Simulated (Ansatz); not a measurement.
## CdS: element substitutions

The parent structure is CdS in the zinc blende structure (space group F-43m, No. 216; a = 5.824 Å).

Each row replaces one element on all its sites; cell and atoms are relaxed.

Levels (all Ansatz, a quantum-chemistry and plane-wave program, PAW): PBEsol (420 eV, no spin-orbit coupling); r2SCAN (500 eV, without spin-orbit coupling); HSE06 (420 eV, no spin-orbit coupling).

Band gaps by level, all at the geometries relaxed with PBEsol:

```json
[
 {"case": "base", "PBEsol": "1.01 eV", "r2SCAN": "1.61 eV", "HSE06": "2.17 eV"},
 {"case": "Cd → Zn", "PBEsol": "2.09 eV", "r2SCAN": "2.79 eV", "HSE06": "3.46 eV"},
 {"case": "S → Se", "PBEsol": "0.48 eV", "r2SCAN": "1.10 eV", "HSE06": "1.55 eV"},
 {"case": "S → Si", "PBEsol": "zero", "r2SCAN": "zero", "HSE06": "–"}
]
```

Single points use the geometry relaxed with PBEsol. Whether these cells are dynamically stable was not tested. As relaxed here, CdSi is a hypothetical phase, not in the database extracts checked. All final runs are without spin polarisation.
